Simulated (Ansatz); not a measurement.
Start from InP in the zinc blende structure (space group F-43m, No. 216; a = 5.907 Å).

Now apply this change: every In is replaced by Ga, then cell and atoms are relaxed.

The values are results of r2SCAN (Ansatz, a first-principles code, PAW, no spin-orbit coupling), earlier PAW set, not measurements.

Base, band edges from the VBM (valence, conduction): X -2.33, 2.04; W -2.90, 4.57; L -0.97, 1.79; Γ 0.00, 1.02; K -1.94, 2.65; U -1.94, 2.65 eV.

Q: Give the band edges at the high-symmetry points of the new zone, measured from its valence-band maximum.

A: 
```
point  valence edge (eV)  conduction edge (eV)
-----  -----------------  --------------------
Γ                   0.00                  2.36
X                  -2.80                  1.91
U                  -2.35                  2.47
K                  -2.35                  2.47
L                  -1.17                  2.04
W                  -3.54                  5.03
```

The gap is 1.85 eV, indirect, Γ → Γ–X (87 % along).

Whether these cells are dynamically stable was not tested.
